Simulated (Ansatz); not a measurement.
# Ansatz run on a (001) slab of Bi (cut from a parent of space group no. 166; 6 atoms in the cell): self-consistent single point

Level of theory: PBEsol, default PAW files made with PBE (plane waves; Ansatz, a first-principles code).

This input was run:

Ansatz 0.2 input:
```yaml
# Bi
crystal:
  lattice:
    - [4.527250, 0.000000, 0.000000]
    - [-2.263625, 3.920713, 0.000000]
    - [0.000000, 0.000000, 23.456306]
  atoms:
    - { symbol: Bi, position: [0.000000, 0.000000, 0.366179] }
    - { symbol: Bi, position: [0.666667, 0.333333, 0.298427] }
    - { symbol: Bi, position: [0.666667, 0.333333, 0.533874] }
    - { symbol: Bi, position: [0.333333, 0.666667, 0.466126] }
    - { symbol: Bi, position: [0.333333, 0.666667, 0.701573] }
    - { symbol: Bi, position: [0.000000, 0.000000, 0.633821] }
basis:
  ecutwfc: 420.0
kpoints:
  mp_grid:
    grid: [7, 7, 1]
hamiltonian:
  xc: pbesol
  pseudopotentials:
    kind: paw
scf:
  occupations:
    method: gaussian
    width: 0.1
output:
  forces: true
  eigenvalues: true
  stress: true
```

The program printed (abridged):

```
WARN the atoms were moved onto the symmetric positions of the space group found under crystal.symmetry.tolerance 1.0e-5 (fractional …
WARN ansatz: RAYON_NUM_THREADS=1 ignored (pool sized by the plan → 1); use --threads N
Pseudopotentials: kind: paw
Pseudopotential: Bi, paw, valence charge 15
Crystal: 6 atoms, lattice volume = 416.351 Å³
Basis set: ecut = 420 eV, 8113 PW (Γ), exchange–correlation on 64×64×320 points (8 copies of the dense FFT grid, shifted against one another)
Bands: 54, of which v1, the nominal top of the filled ones, is band 45 counted from 1 (44 counted from 0)
Symmetry: 12 space group operations
Space group: P-3m1 (ITA 164), of the structure as read, at distance tolerance 7.5e-5 Å
k-points: 8 of 49
PAW frozen core: Bi, regenerated for the run's functional, and the local potential with it
Initial density: superposition of atomic densities (neutral atoms: chi_scale 0, normalization atom), corrected by the library's trained network
Initial wavefunctions: pseudopotential atomic-orbital guess
Eigensolver: davidson
Functional: x = pbesol(κ = 0.804, μ = 0.12345679012345678), c = pbesol(β = 0.046)
SCF iter   1: F=—  HF=-73451.414465 eV  |F-HF|=—  |Δ(HF+E_count)|=         —  Δρ=1.54e-3  dr2=7.37e-2  ethr=1.77e-3  ⟨swp⟩=8.6  Hψ=1826  notcnv=0
all-band conjugate gradients solve this SCF's bands
preconditioner: auto → LDOS
SCF iter   2: F=—  HF=-73451.432262 eV  |F-HF|=—  |Δ(HF+E_count)|=   1.78e-2  Δρ=2.07e-3  dr2=2.53e-1  ethr=8.18e-5  ⟨swp⟩=2.1  Hψ=911  notcnv=0  defer=27
SCF iter   3: F=—  HF=-73451.408916 eV  |F-HF|=—  |Δ(HF+E_count)|=   2.33e-2  Δρ=5.23e-4  dr2=1.35e-2  ethr=8.18e-5  ⟨swp⟩=2.8  Hψ=775  notcnv=0  defer=27
SCF iter   4: F=—  HF=-73451.407683 eV  |F-HF|=—  |Δ(HF+E_count)|=   1.23e-3  Δρ=1.63e-4  dr2=1.98e-4  ethr=1.50e-5  ⟨swp⟩=2.0  Hψ=452  notcnv=0  defer=27
SCF iter   5: F=—  HF=-73451.407645 eV  |F-HF|=—  |Δ(HF+E_count)|=   3.80e-5  Δρ=3.30e-5  dr2=7.68e-6  ethr=2.20e-7  ⟨swp⟩=2.0  Hψ=756  notcnv=0  defer=27
SCF iter   6: F=—  HF=-73451.407866 eV  |F-HF|=—  |Δ(HF+E_count)|=   2.21e-4  Δρ=1.19e-5  dr2=1.69e-6  ethr=8.53e-9  ⟨swp⟩=2.0  Hψ=793  notcnv=0  defer=9
SCF iter   7: F=-73451.407866 eV  HF=-73451.407866 eV  |F-HF|=1.37e-7  |Δ(HF+E_count)|=   1.31e-8  Δρ=3.16e-6  dr2=4.12e-8  ethr=1.11e-10  ⟨swp⟩=12.2  Hψ=2567  notcnv=0
SCF 1 converged in 7 iterations: F = -73451.407866 eV  dr2 = 4.12e-8
SCF converged after 7 iterations
Free energy (F): -73451.407866 eV
Harris-Foulkes:  -73451.407866 eV  (|F-HF|=1.37e-7)
Internal energy: -73451.403539 eV  (E = F + TS)
E sigma→0 (E₀):  -73451.405702 eV
Entropy (-TS):   -0.004328 eV (-0.721 meV/atom)
Fermi energy:    2.782857 eV
--- Per-component energies (eV) ---
  E_band       = -1267.282506
  E_kinetic    = 1815.340618
  E_local      = -50956.470909  (includes V_loc(G=0)·N_el)
  E_nonlocal   = 3368.230049
  E_hartree    = 23545.481809
  E_xc         = -898.560603
  E_vxc        = -860.990418  (∫ρ·V_xc dr)
  E_paw        = -63057.954116  (= ΣΔE_a)
  E_vpaw       = -1724.354861  (= ΣTr[D̂ρ^β])
  E_aug_tail   = -0.002790  (compensation charges beyond the density's cutoff)
  E_ewald      = 12731.993891
  E_core_change = 0.538513  (= ΣΔE_core)
  E_smearing   = -0.004328  (= −TS)
  E_closure    = -0.000000  (closes the sum)
  Σ components = -73451.407866   (vs F -73451.407866, Δ=0.00e0)
--- Forces (eV/Å), atoms counted from 1 ---
  atom   1  Bi    -0.00000000    -0.00000000     0.07207394
  atom   2  Bi    -0.00000000     0.00000000    -0.06245541
  atom   3  Bi     0.00000000    -0.00000000     0.05433476
  atom   4  Bi    -0.00000000     0.00000000    -0.05433476
  atom   5  Bi    -0.00000000    -0.00000000     0.06245541
  atom   6  Bi    -0.00000000     0.00000000    -0.07207394
  max |Σ_I F_I| component: 2.78e-17 eV/Å
--- Stress (GPa, compression-positive) ---
       -0.707008       0.000000      -0.000000
        0.000000      -0.707008      -0.000000
        0.000000      -0.000000       0.086256
  P = ⅓ Tr σ = -0.4426 GPa (-4.426 kbar)
  The stress holds the Pulay correction. Without it, at fixed plane waves, as pw.x and ABINIT print it: P = -0.4552 GPa
--- Band table (eV; the first three rows and the last of 8) ---
  k-point 0: bands = ["-20.0342", "-20.0342", "-19.9890", "-19.9890", "-19.9592", "-19.9592", "-19.8869", "-19.8869", "-19.8676", "-19.8647", "-19.8647", "-19.8542", "-19.8542", "-19.8368", "-19.8248", "-19.7224", "-19.7076", "-19.7076", "-19.6829", [...]
  k-point 1: bands = ["-20.0320", "-20.0172", "-19.9872", "-19.9746", "-19.9580", "-19.9479", "-19.8860", "-19.8758", "-19.8662", "-19.8568", "-19.8552", "-19.8534", "-19.8461", "-19.8301", "-19.8221", "-19.7279", "-19.7148", "-19.7089", "-19.6897", [...]
  k-point 2: bands = ["-20.0266", "-19.9830", "-19.9701", "-19.9549", "-19.9353", "-19.9163", "-19.8892", "-19.8642", "-19.8529", "-19.8466", "-19.8313", "-19.8313", "-19.8245", "-19.8132", "-19.8086", "-19.7505", "-19.7357", "-19.7123", "-19.7120", [...]
  k-point 7: bands = ["-19.9982", "-19.9778", "-19.9768", "-19.8973", "-19.8760", "-19.8498", "-19.8468", "-19.8359", "-19.8335", "-19.8269", "-19.8247", "-19.8178", "-19.8173", "-19.8042", "-19.8006", "-19.7743", "-19.7616", "-19.7518", "-19.7505", [...]
```

The run converged in 7 iterations.

The starting cell has typed, rounded lattice constants, without a prior relaxation at this level. The slab is cut from that crystal, and its faces are unrelaxed. Its lattice was rescaled by up to half a per cent. Spin-orbit coupling is off.
